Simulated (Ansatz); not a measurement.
The parent structure is Ag in the fcc (Cu type) structure (space group Fm-3m, No. 225; relaxed with 0.1 eV smearing).

```
CELL_PARAMETERS angstrom
      0.00000     2.07416     2.07416
      2.07416     0.00000     2.07416
      2.07416     2.07416     0.00000
ATOMIC_POSITIONS crystal
  Ag 0.00000 0.00000 0.00000
```

All numbers come from Ansatz (an electronic-structure program) PBE, no spin-orbit coupling.

Base values:

- Pressure = 0.0 GPa

Perturbation: the cell is scaled by 0.9950 in all directions; the atoms relax in the strained cell.

### Question
Predict the new pressure.

### Answer
The pressure goes from zero to 1.4 GPa.

### Question
How does this affect the energy relative to the base?

### Answer
The energy rises by 1.2 meV/atom.

Whether these cells are dynamically stable was not tested.
